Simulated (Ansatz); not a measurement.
```
CELL_PARAMETERS angstrom
     11.00000     0.00000     0.00000
      0.00000    11.00000     0.00000
      0.00000     0.00000     4.33951
ATOMIC_POSITIONS crystal
  Li 0.50000 0.50000 0.00000
  Cl 0.50000 0.50000 0.50000
```

The numbers are results of PBE (plane waves to 420 eV, PAW; Ansatz, a program for electronic structure), not measurements. Mesh 1×1×66. No spin polarisation. Periodic along z alone, with about 11 Å of vacuum beside it. A hypothetical model. Symmetry and one short period hold its shape; lower forms weren't sought. Pairing along the axis, which can open a gap, is among the distortions not tried.

Tabulate the two highest filled and two lowest empty levels along the axis, from the valence top.


| k (2π/c) | v2 (eV) | v1 (eV) | c1 (eV) | c2 (eV) |
|---|---|---|---|---|
| 0.000 | -0.18 | -0.18 | 5.89 | – |
| 0.042 | -0.18 | -0.18 | 5.91 | – |
| 0.083 | -0.17 | -0.17 | 5.96 | – |
| 0.125 | -0.16 | -0.16 | 6.04 | – |
| 0.167 | -0.14 | -0.14 | – | – |
| 0.208 | -0.12 | -0.12 | – | – |
| 0.250 | -0.10 | -0.10 | – | – |
| 0.292 | -0.07 | -0.07 | – | – |
| 0.333 | -0.05 | -0.05 | – | – |
| 0.375 | -0.03 | -0.03 | – | – |
| 0.417 | -0.01 | -0.01 | – | – |
| 0.458 | 0.00 | 0.00 | – | – |
| 0.500 | 0.00 | 0.00 | – | – |
A dash stands for levels within 1 eV of the vacuum level or above it.
